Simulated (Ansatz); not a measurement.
Start from MgB₂ (space group P6/mmm, No. 191; a = 3.075 Å, c = 3.525 Å; relaxed with 0.1 eV smearing). Axes: x lies along a and z along c of the hexagonal cell.

All numbers come from PBE in Ansatz (plane waves to 420 eV, PAW, no spin-orbit coupling).

Base values:

Shortest interatomic distance: 1.776 Å

It is then changed as follows: compressive biaxial strain of 2.00 % in the plane normal to [001], as in epitaxy on a mismatched substrate; the out-of-plane cell vector and the atoms relax.

Q: Predict the new in-plane stress.

A: The mean in-plane stress (compression positive) amounts to +10.4 GPa.

Q: Estimate the effect on the out-of-plane strain.

A: The out-of-plane strain amounts to +0.47 %.

Q: Estimate the effect on the shortest interatomic distance.

A: The shortest interatomic distance drops by 0.036 Å (1.776 Å → 1.740 Å).

Stability against distortions was not tested. The final runs are not spin-polarised.

Ansatz is an electronic-structure program.
